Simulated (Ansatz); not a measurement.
Nb (Im-3m), PBEsol, DFPT electron-phonon coupling, linearised Boltzmann equation in Ansatz (a first-principles code): Condition of this run: hydrostatic pressure 5 GPa (the target of the relaxation). phonon-limited resistivity 15.3 μΩ·cm at 300 K, 20.8 μΩ·cm at 400 K, current-weighted mean free path 2.9 nm, Drude plasma energy 9.64 eV.

### Question
What is the classical skin depth at 10 GHz (nonmagnetic, μ₀ = 1.257×10⁻⁶ H/m)?

### Answer
δ = √(ρ/(π f μ₀)) = 1970 nm.

### Question
Estimate the resistivity of a 20 nm square wire with diffuse walls from ρ ≈ ρ₀(1 + 3ℓ/4d).

### Answer
1 + 0.75 × 2.9/20 = 1.11, so ρ ≈ 17.0 μΩ·cm and a line 1 μm long has 424 Ω. The formula is the free-electron limit for d well above ℓ; grain boundaries add to it.

### Question
What temperature coefficient of resistance follows, and how does it compare with 1/T?

### Answer
(ρ₄₀₀ − ρ₃₀₀)/(100 K × ρ₃₀₀) = 3.59×10⁻³ K⁻¹, against 1/T = 3.33×10⁻³ K⁻¹ for a resistivity proportional to T. It lies higher because phonons are still being populated at 300 K; impurities would add a constant and lower it.

A metal at this level (no band gap). Only scattering by harmonic phonons is included (no impurities, grain boundaries, electron-electron scattering or thermal expansion). Spin-orbit coupling is left out. The squared frequency of the phonon mode least converged on the k mesh is uncertain by about 37 %. The run warned that the eigensolver left some states short of its tolerance. Halving the electron mesh (36x36x36) moves the resistivity by up to 2 % at 300 K, the mean free path by up to 6 %. Smearing 0.20 eV; phonons on a 6x6x6 q mesh, which this run doesn't test.
